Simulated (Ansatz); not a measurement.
# TiAu, pressure series

Base system: TiAu in the CsCl type structure (space group Pm-3m, No. 221; a = 3.218 Å).

Cell and atoms are relaxed at each pressure.

Method: PBEsol in Ansatz (plane waves to 420 eV, PAW, scalar-relativistic without spin-orbit coupling).

Notes on the quantities. enthalpy: H = E + PV relative to the base's energy.

```
change                 enthalpy      density
----------------  -------------  -----------
base                          –  12.20 g/cm³
pressure −2 GPa   -0.21 eV/atom  12.04 g/cm³
pressure −1 GPa   -0.10 eV/atom  12.12 g/cm³
pressure 0.3 GPa  +0.03 eV/atom  12.22 g/cm³
pressure 0.7 GPa  +0.07 eV/atom  12.25 g/cm³
pressure 1.5 GPa  +0.16 eV/atom  12.31 g/cm³
pressure 3 GPa    +0.31 eV/atom  12.42 g/cm³
pressure 5 GPa    +0.51 eV/atom  12.56 g/cm³
pressure 7.5 GPa  +0.76 eV/atom  12.73 g/cm³
pressure 10 GPa   +1.01 eV/atom  12.89 g/cm³
```

Load acts through the strain it causes; cell and atoms are relaxed under it. Stability against distortions was not tested. No other phases were tried under pressure. All final runs are without spin polarisation. An odd electron count without spin: TiAu.

Ansatz is a program for electronic structure.
